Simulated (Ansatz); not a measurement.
Input and output of a self-consistent single point for AlV₂C (P6_3/mmc, 8 atoms in the cell) (Ansatz, a program for electronic structure)

Method of the run: LDA (PW92), default PAW files made with PBE (plane waves; Ansatz).

The input file:

Ansatz 0.2 input:
```yaml
# AlV2C
crystal:
  lattice:
    - [2.878937, 0.000000, 0.000000]
    - [-1.439469, 2.493233, 0.000000]
    - [0.000000, 0.000000, 13.065506]
  atoms:
    - { symbol: Al, position: [0.333333, 0.666667, 0.250000] }
    - { symbol: Al, position: [0.666667, 0.333333, 0.750000] }
    - { symbol: V, position: [0.333333, 0.666667, 0.586380] }
    - { symbol: V, position: [0.666667, 0.333333, 0.413620] }
    - { symbol: V, position: [0.666667, 0.333333, 0.086380] }
    - { symbol: V, position: [0.333333, 0.666667, 0.913620] }
    - { symbol: C, position: [0.000000, 0.000000, 0.000000] }
    - { symbol: C, position: [0.000000, 0.000000, 0.500000] }
basis:
  ecutwfc: 420.0
kpoints:
  mp_grid: { grid: [13, 13, 3] }
hamiltonian:
  xc: lda
  pseudopotentials: { kind: paw }
scf:
  occupations: { method: gaussian, width: 0.1 }
output:
  forces: true
  eigenvalues: true
  stress: true
```

The program printed (abridged):

```
WARN the atoms were moved onto the symmetric positions of the space group found under crystal.symmetry.tolerance 1.0e-5 (fractional …
WARN ansatz: RAYON_NUM_THREADS=1 ignored (pool sized by the plan → 1); use --threads N
Pseudopotentials: kind: paw
Pseudopotential: Al, paw, valence charge 3
Pseudopotential: V, paw, valence charge 13
Pseudopotential: C, paw, valence charge 4
Crystal: 8 atoms, lattice volume = 93.782 Å³
Basis set: ecut = 420 eV, 1831 PW (Γ)
Bands: 41, of which v1, the nominal top of the filled ones, is band 33 counted from 1 (32 counted from 0)
Symmetry: 24 space group operations
Space group: P63/mmc (ITA 194), of the structure as read, at distance tolerance 4.5e-5 Å
k-points: 42 of 507
PAW frozen core: Al, regenerated for the run's functional, and the local potential with it
PAW frozen core: V, regenerated for the run's functional, and the local potential with it
PAW frozen core: C, regenerated for the run's functional, and the local potential with it
Initial density: superposition of atomic densities (neutral atoms: chi_scale 0, normalization atom), corrected by the library's trained network
Initial wavefunctions: pseudopotential atomic-orbital guess
Eigensolver: davidson
Functional: x = slater, c = lda
SCF iter   1: F=—  HF=-12958.136983 eV  |F-HF|=—  |Δ(HF+E_count)|=         —  Δρ=7.64e-3  dr2=3.52e-2  ethr=1.77e-3  ⟨swp⟩=6.3  Hψ=6245  notcnv=0
all-band conjugate gradients solve this SCF's bands
preconditioner: auto → Kerker (q_TF=auto, 2.573 Å⁻¹)
SCF iter   2: F=—  HF=-12958.130562 eV  |F-HF|=—  |Δ(HF+E_count)|=   6.42e-3  Δρ=3.40e-3  dr2=7.16e-3  ethr=5.33e-5  ⟨swp⟩=2.2  Hψ=2603  notcnv=0  defer=88
SCF iter   3: F=—  HF=-12958.128968 eV  |F-HF|=—  |Δ(HF+E_count)|=   1.59e-3  Δρ=1.21e-3  dr2=9.50e-4  ethr=1.08e-5  ⟨swp⟩=2.3  Hψ=2072  notcnv=0  defer=88
SCF iter   4: F=—  HF=-12958.128716 eV  |F-HF|=—  |Δ(HF+E_count)|=   2.52e-4  Δρ=3.23e-4  dr2=1.06e-4  ethr=1.44e-6  ⟨swp⟩=2.0  Hψ=2173  notcnv=0  defer=88
SCF iter   5: F=—  HF=-12958.128681 eV  |F-HF|=—  |Δ(HF+E_count)|=   3.45e-5  Δρ=6.57e-5  dr2=3.60e-6  ethr=1.60e-7  ⟨swp⟩=2.0  Hψ=2247  notcnv=0  defer=88
SCF iter   6: F=—  HF=-12958.128676 eV  |F-HF|=—  |Δ(HF+E_count)|=   5.39e-6  Δρ=2.33e-5  dr2=5.35e-7  ethr=5.45e-9  ⟨swp⟩=2.1  Hψ=2346  notcnv=0  defer=88
SCF iter   7: F=-12958.128676 eV  HF=-12958.128676 eV  |F-HF|=7.59e-9  |Δ(HF+E_count)|=   1.07e-7  Δρ=3.25e-6  dr2=9.31e-9  ethr=1.52e-10  ⟨swp⟩=8.2  Hψ=6166  notcnv=0
SCF 1 converged in 7 iterations: F = -12958.128676 eV  dr2 = 9.31e-9
SCF converged after 7 iterations
Free energy (F): -12958.128676 eV
Harris-Foulkes:  -12958.128676 eV  (|F-HF|=7.59e-9)
Internal energy: -12958.098428 eV  (E = F + TS)
E sigma→0 (E₀):  -12958.113552 eV
Entropy (-TS):   -0.030248 eV (-3.781 meV/atom)
Fermi energy:    13.762635 eV
--- Per-component energies (eV) ---
  E_band       = -650.949848
  E_kinetic    = 1577.841822
  E_local      = -6476.156190  (includes V_loc(G=0)·N_el)
  E_nonlocal   = -91.208984
  E_hartree    = 2998.496248
  E_xc         = -697.262175
  E_vxc        = -844.328947  (∫ρ·V_xc dr)
  E_paw        = -5314.281094  (= ΣΔE_a)
  E_vpaw       = -814.091297  (= ΣTr[D̂ρ^β])
  E_aug_tail   = 0.000926  (compensation charges beyond the density's cutoff)
  E_ewald      = -4957.150679
  E_core_change = 1.621697  (= ΣΔE_core)
  E_smearing   = -0.030248  (= −TS)
  E_closure    = 0.000000  (closes the sum)
  Σ components = -12958.128676   (vs F -12958.128676, Δ=0.00e0)
--- Forces (eV/Å), atoms counted from 1 ---
  atom   1  Al     0.00000000     0.00000000     0.00000000
  atom   2  Al    -0.00000000    -0.00000000     0.00000000
  atom   3  V     -0.00000000     0.00000000    -0.55707381
  atom   4  V     -0.00000000    -0.00000000     0.55707381
  atom   5  V     -0.00000000    -0.00000000    -0.55707381
  atom   6  V      0.00000000     0.00000000     0.55707381
  atom   7  C      0.00000000     0.00000000    -0.00000000
  atom   8  C     -0.00000000     0.00000000     0.00000000
  max |Σ_I F_I| component: 2.22e-16 eV/Å
--- Stress (GPa, compression-positive) ---
       -6.358202       0.000000       0.000000
        0.000000      -6.358202       0.000000
        0.000000       0.000000      -8.020868
  P = ⅓ Tr σ = -6.9124 GPa (-69.124 kbar)
  The stress holds the Pulay correction. Without it, at fixed plane waves, as pw.x and ABINIT print it: P = -7.1255 GPa
--- Band table (eV; the first three rows and the last of 42) ---
  k-point 0: bands = ["-49.9478", "-49.9477", "-49.8860", "-49.8859", "-24.3360", "-24.3334", "-23.9863", "-23.9836", "-23.9223", "-23.9223", "-23.9222", "-23.9222", "-23.8833", "-23.8833", "-23.8832", "-23.8832", "1.3015", "1.4043", "4.7329", [...]
  k-point 1: bands = ["-49.9478", "-49.9477", "-49.8859", "-49.8859", "-24.3353", "-24.3340", "-23.9856", "-23.9842", "-23.9222", "-23.9222", "-23.9222", "-23.9222", "-23.8832", "-23.8832", "-23.8832", "-23.8832", "1.3260", "1.3774", "4.8634", [...]
  k-point 2: bands = ["-49.9438", "-49.9437", "-49.8835", "-49.8834", "-24.3298", "-24.3273", "-23.9941", "-23.9917", "-23.9389", "-23.9386", "-23.9300", "-23.9300", "-23.9031", "-23.9030", "-23.8859", "-23.8859", "1.4027", "1.4983", "4.8717", [...]
  k-point 41: bands = ["-49.8568", "-49.8568", "-49.8507", "-49.8507", "-24.2725", "-24.2723", "-24.2378", "-24.2375", "-24.2127", "-24.2125", "-24.1153", "-24.1152", "-24.0207", "-24.0202", "-24.0025", "-24.0020", "3.3998", "3.4000", "8.4834", [...]
```

The run converged in 7 iterations.

The starting cell comes from a database of computed structures (which also holds hypothetical and non-ambient phases and stackings), without a prior relaxation at this level. Its lattice was rescaled by up to half a per cent. Spin polarisation is off. With a pressure of about -7 GPa the cell is away from its equilibrium volume at this level. Ansatz's pressure includes its estimate of the finite-basis (Pulay) stress.
